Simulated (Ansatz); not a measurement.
The parent structure is Rh in the fcc (Cu type) structure (space group Fm-3m, No. 225; a = 3.802 Å; relaxed with 0.1 eV smearing). Axes: x, y, z lie along the cube axes.

The values are results of Ansatz (a first-principles code) r2SCAN, no spin-orbit coupling, not measurements.

A first run, uniaxial strain ε_zz = −2.01 %, gives secant values C11 ≈ 470 GPa and C12 ≈ 220 GPa from its stress. A second run applies isotropic strain +1.13 %.

What does linear elasticity predict for the bulk modulus −ΔP/(ΔV/V₀) in the second run, and what does the run give?

Linear elasticity: (C11 + 2 C12)/3 = 300 GPa. The run gives 250 GPa; any difference comes from nonlinear terms at these strains and numerical noise.

No phonon test of stability was made. All final runs are without spin polarisation. Rh lies near a magnetic instability that expansion can trigger; it was not tested.
